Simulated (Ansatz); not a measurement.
## GaP (model structure, started from the litharge type, P4/nmm, No. 129, 4 atoms in the cell): properties by level of theory

```
level (code)         lattice constant a (Å)  c axis length (Å)
-------------------  ----------------------  -----------------
PBE (Ansatz)                          3.554                [?]
PBEsol (Ansatz)                       3.514              5.576
PBE-D3(BJ) (Ansatz)                   3.513              5.578
```

Task: What belongs in the gaps?

Result: 
- PBE (Ansatz, a program for electronic structure), c axis length (Å): 5.894

Ansatz's density-functional and Hartree–Fock values are scalar-relativistic unless marked +SOC, with PAW data made under PBE.

The computed numbers hold no vibrational or temperature effects.

A model structure was made by putting elements into a prototype or built by hand; it is no filed structure, need not be a known phase, and can be a saddle point held by its symmetry.
